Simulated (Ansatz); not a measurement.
# RbPbF3 (model structure, started from the CsGeCl3 type, R3m, No. 160, 5 atoms in the cell)

Level of theory: G0W0@PBEsol+SOC (Ansatz, an electronic-structure program, hard PAW, contour deformation, complete-basis limit, spin–orbit shift from PBEsol).

Numerical settings: largest k mesh 4×4×4 (not extrapolated in the mesh).

Cell (relaxed with PBEsol):

```xyz
5
Lattice="3.4033 1.9649 2.7248 -3.4033 1.9649 2.7248 0.0000 -3.9298 2.7248" Properties=species:S:1:pos:R:3 pbc="T T T"
Rb     0.0000     0.0000     7.7429
Pb     0.0000     0.0000     3.9444
F      0.0000    -1.7597     5.5211
F      1.5240     0.8799     5.5211
F     -1.5240     0.8799     5.5211
```

```json
{
 "band_gap": "4.65 eV"
}
```

Note: filled d or f shells below the valence bands can shift G0W0 gaps through exchange with them, which wasn't tested here; spin–orbit coupling enters as the shift of the gap found with a semilocal functional; the relaxation could raise the start's symmetry but not lower it, so the cell can be a saddle point.

The result took very roughly 4 core-hours.

A model structure was made by putting elements into a prototype or built by hand; it is no filed structure, need not be a known phase, and can be a saddle point held by its symmetry.
